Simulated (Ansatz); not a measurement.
## SrTiO3 under a change: pressure −2 GPa

Base system: SrTiO₃ in the cubic perovskite structure (space group Pm-3m, No. 221; a = 3.891 Å).

It is then changed as follows: hydrostatic tension (pressure −2 GPa).

All numbers come from PBEsol (Ansatz, a first-principles code; PAW; 420 eV plane waves; scalar-relativistic without spin-orbit coupling). Settings: 9×9×9 k-points, 0.05 eV Fermi–Dirac smearing.

```yaml
volume_per_atom: 11.91 Å³ (base 11.78 Å³)
density: 5.12 g/cm³ (base 5.17 g/cm³)
shortest_interatomic_distance: 1.953 Å (base 1.946 Å)
band_gap: 1.83 eV (base 1.85 eV)
gap_character: indirect, R → Γ (base indirect, R → Γ)
smallest_direct_gap: 2.18 eV (base 2.19 eV)
width_of_the_top_valence_band: 1.04 eV (base 1.05 eV)
```

Final structure:

```xyz
5
Lattice="3.9054 0.0000 0.0000 0.0000 3.9054 0.0000 0.0000 0.0000 3.9054" Properties=species:S:1:pos:R:3 pbc="T T T"
Sr     0.0000     0.0000     0.0000
Ti     1.9527     1.9527     1.9527
O      0.0000     1.9527     1.9527
O      1.9527     1.9527     0.0000
O      1.9527     0.0000     1.9527
```

Cost of the whole job for the changed cell (relaxation, final SCF and bands): very roughly 24 core-seconds.

Load acts through the strain it causes; cell and atoms are relaxed under it. Whether these cells are dynamically stable was not tested. All final runs are without spin polarisation. Many cubic perovskites are stable only at high temperature; tilts and polar distortions were not tested.
